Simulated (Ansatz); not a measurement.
An Ansatz (a program for electronic structure) run: ZrSi2 with a change (pressure 2.1 GPa); Ansatz, r2SCAN, PAW, cutoff 500 eV, no spin-orbit coupling.

Input:

Ansatz 0.2 input:
```yaml
crystal:
  lattice:
    - [1.8407484713, -7.4052241712, 0]
    - [1.8407484713, 7.4052241712, 0]
    - [0, 0, 3.6604425357]
  atoms:
    - { symbol: Si, position: [0.9481193607, 0.0518806393, 0.75] }
    - { symbol: Si, position: [0.0518806393, 0.9481193607, 0.25] }
    - { symbol: Si, position: [0.2498087752, 0.7501912248, 0.75] }
    - { symbol: Si, position: [0.7501912248, 0.2498087752, 0.25] }
    - { symbol: Zr, position: [0.6057249169, 0.3942750831, 0.75] }
    - { symbol: Zr, position: [0.3942750831, 0.6057249169, 0.25] }
basis: { ecutwfc: 500, ecutrho_ratio: 4, xc_grid: 4, fft_grid_basis: typed }
kpoints: { mp_grid: { grid: [13, 13, 13] } }
hamiltonian:
  xc: r2scan
  dispersion: none
  pseudopotentials: { kind: paw }
scf: { occupations: { method: fermi_dirac, width: 0.05 } }
relax: { f_tol: 0.01, max_steps: 60, cell: { stress_tol: 0.02, p_target: 2.1 } }
output: { forces: true, stress: true }
checkpoint: { write: state.ck, write_every: 1000 }
```

Output (explanatory and most iteration lines left out):

```
Relaxation: its limit of steps is 60 (relax.max_steps)
Pseudopotential: Si, paw, valence charge 4
Pseudopotential: Zr, paw, valence charge 12
Crystal: 6 atoms, lattice volume = 99.792 Å³
Basis set: ecut = 500 eV, 2537 PW (Γ), exchange–correlation on 240×240×108 points (64 copies of the dense FFT grid, shifted against one another)
Bands: 26, of which v1, the nominal top of the filled ones, is band 20 counted from 1 (19 counted from 0)
Symmetry: 8 space group operations
Space group: Cmcm (ITA 63), of the structure as read, at distance tolerance 4.6e-5 Å
k-points: 343 of 2197
Functional: x = r2scan, c = r2scan; τ floored in thin density (d = 2e-4 eV/Å³)
SCF iter   1: F=—  HF=-10950.150149 eV  |F-HF|=—  |Δ(HF+E_count)|=         —  Δρ=5.55e-3  dr2=1.90e-2  dr2_τ=4.42e-2  ethr=1.77e-3  ⟨swp⟩=6.5  Hψ=46680  notcnv=0
SCF iter   2: F=—  HF=-10950.286178 eV  |F-HF|=—  |Δ(HF+E_count)|=   1.36e-1  Δρ=3.83e-3  dr2=9.62e-3  dr2_τ=1.88e-4  ethr=4.75e-5  ⟨swp⟩=2.0  Hψ=20457  notcnv=0  defer=123
SCF 1 converged in 7 iterations: F = -10950.288237 eV  dr2 = 1.41e-8
relax step   1: F+E_penalty+E_count = -10950.28823727 eV  Δ(F+E_penalty+E_count) = +0.000e0 eV  max|allowed force component| = 6.023e-4 eV/Å  Δτ_max = 0.0000 Å  P = +0.900 GPa  Ω = 99.792 Å³  (7 SCF iters, dr2 threshold 1.00e-7 eV, accepted)
[... steps on the carried basis left out ...]
relax step   6: F+E_penalty+E_count = -10950.27992440 eV  Δ(F+E_penalty+E_count) = +2.529e-4 eV  max|allowed force component| = 7.183e-4 eV/Å  Δτ_max = 0.0000 Å  P = +2.101 GPa  Ω = 98.902 Å³  stress off target by 2.53e-3 GPa  SCF on the basis re-selected at this cell (its energy is not comparable with the rows above)  (5 SCF iters)
SCF converged after 5 iterations
Free energy (F): -10950.279924 eV
Internal energy: -10950.270353 eV  (E = F + TS)
E sigma→0 (E₀):  -10950.275139 eV
Entropy (-TS):   -0.009571 eV (-1.595 meV/atom)
Fermi energy:    12.962776 eV
--- Forces (eV/Å), atoms counted from 1 ---
  atom   1  Si     0.00000000     0.00071834     0.00000000
  atom   2  Si     0.00000000    -0.00071834    -0.00000000
  atom   3  Si     0.00000000     0.00005022     0.00000000
  atom   4  Si     0.00000000    -0.00005022    -0.00000000
  atom   5  Zr     0.00000000     0.00042760     0.00000000
  atom   6  Zr    -0.00000000    -0.00042760    -0.00000000
--- Stress (GPa, compression-positive) ---
        2.099837       0.000000       0.000000
        0.000000       2.102533      -0.000000
        0.000000      -0.000000       2.099370
  P = ⅓ Tr σ = 2.1006 GPa (21.006 kbar)
--- Relaxed structure (5 steps of the walk, 4 accepted, 1 SCFs on fresh bases) ---
  cell:  # Å, volume = 98.9016 Å³
    - [1.8361530817657967, -7.373786745499753, 1.077047086968203e-33]
    - [1.8361530817657967, 7.373786745499753, -1.3827725647864485e-33]
    - [-3.799704210584146e-34, -6.079511082494619e-34, 3.652361002242033]
  atoms:
    - { symbol: Si, position: [0.947918158539369, 0.05208184146063083, 0.7499999999999999] }
    - { symbol: Si, position: [0.05208184146063083, 0.947918158539369, 0.24999999999999997] }
    - { symbol: Si, position: [0.24981643918470037, 0.7501835608152996, 0.7499999999999999] }
    - { symbol: Si, position: [0.7501835608152996, 0.24981643918470037, 0.24999999999999997] }
    - { symbol: Zr, position: [0.6055703394920555, 0.3944296605079443, 0.7499999999999999] }
    - { symbol: Zr, position: [0.3944296605079443, 0.6055703394920555, 0.24999999999999997] }
```

Load acts through the strain it causes; cell and atoms are relaxed under it. Whether these cells are dynamically stable was not tested. All final runs are without spin polarisation. The cell was made from ZrSi2 (space group Cmcm, No. 63) by this change: pressure 2.1 GPa.
